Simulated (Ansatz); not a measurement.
Start from RbMnF3 in the cubic perovskite structure (space group Pm-3m, No. 221; a = 4.223 Å; ferromagnetic).

Computed with PBEsol (Ansatz, an electronic-structure program; PAW; 420 eV plane waves; no SOC).

For the base:

- Volume per atom = 15.06 Å³

One thing is altered: full substitution F → Br; the structure is relaxed again.

Q: Estimate the effect on the volume per atom.

A: The volume per atom goes up by 14.32 Å³ to 29.38 Å³.

No phonon test of stability was made. As relaxed here, RbMnBr3 is a hypothetical phase, not in the database extracts checked. No Hubbard U is applied and the magnetic state is the run's own (RbMnBr3 ferromagnetic; RbMnF3 ferromagnetic); small cells can't hold the antiferromagnetic order that many such compounds have, so gaps and moments can be off. Many cubic perovskites are stable only at high temperature; tilts and polar distortions were not tested.
